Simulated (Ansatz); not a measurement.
The reference is InP in the zinc blende structure (space group F-43m, No. 216; a = 5.907 Å). Axes: x, y, z lie along the cube axes.

The values are results of r2SCAN (Ansatz, a quantum-chemistry and plane-wave program; PAW; 500 eV plane waves; no SOC), not measurements.

The change: every lattice vector is stretched by 3.00 %; the atoms relax in the strained cell.

Task: Predict the stress tensor and what it implies for the stiffness.

Result: Stress of the strained cell less that of the base (GPa, compression positive):
```
  -4.94    0.00    0.00
   0.00   -4.94    0.00
   0.00    0.00   -4.94
```

Then B = −ΔP/(ΔV/V₀) with ΔV/V₀ = 0.0927 gives secant stiffness values (nonlinear terms included at this strain): B ≈ 53 GPa.

As a check, the harmonic strain energy −½ V₀ Δσ:ε is 36 meV/atom; the computed energy rise is 40 meV/atom.

Whether these cells are dynamically stable was not tested.
